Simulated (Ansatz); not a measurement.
A set of related cells and their density of states at the Fermi level.

Cell A: V (bcc, Im-3m), 1 atom in the cell; spin state with PBE: no moments, k-point mesh 28×28×28 on the run's own vectors.
Space group Im-3m (No. 229); a = b = c = 2.999 Å, α = β = γ = 90.00°

```json
[
 {"atom": "V", "site": "2a", "symmetry": "m-3m", "x": "0.0000", "y": "0.0000", "z": "0.0000"}
]
```
(The calculation used a cell of 1 atom; values per cell refer to that cell.)

Cell B: Nb (bcc, Im-3m), 1 atom in the cell; spin state with PBE: run without spin, k-point mesh 26×26×26 on the run's own vectors.
```
CELL_PARAMETERS angstrom
     -1.65568     1.65568     1.65568
      1.65568    -1.65568     1.65568
      1.65568     1.65568    -1.65568
ATOMIC_POSITIONS crystal
  Nb 0.00000 0.00000 0.00000
```

Cell C: Ta (bcc, Im-3m), 1 atom in the cell, k-point mesh 26×26×26 on the run's own vectors.
```yaml
crystal:
  lattice:
    - [-1.66030, 1.66030, 1.66030]
    - [1.66030, -1.66030, 1.66030]
    - [1.66030, 1.66030, -1.66030]
  atoms:
    - { symbol: Ta, position: [0.00000, 0.00000, 0.00000] }
```

Plane-wave PAW calculations with Ansatz (a first-principles code), its PAW set soft_1, cutoff 420 eV, 500 eV for r2SCAN. The structures are at rest with PBE; other levels are single points on them. Neutral cells; Fermi-Dirac smearing of at most 0.10 eV in the solids, energies taken to zero width. The lattices are those relaxed with PBE, so at other levels the solids can be strained, which adds to the spread. The runs are scalar-relativistic, without spin-orbit coupling. A dispersion term ran beside these levels; it doesn't touch the electrons. Both spins, broadened by a Gaussian of 0.2 eV on the run's mesh.

Problem. Give the density of states at the Fermi level (states/eV per atom) at the level r2SCAN, cell by cell.

Solution. 
```
cell  r2SCAN
----  ------
A        1.7
B        1.4
C        1.3
```

With r2SCAN the value is lowest for C and highest for A.

Problem. And at the other levels?

Solution. 
| cell | PBE |
|---|---|
| A | 1.7 |
| B | 1.5 |
| C | 1.3 |

With PBE the value is lowest for C and highest for A.
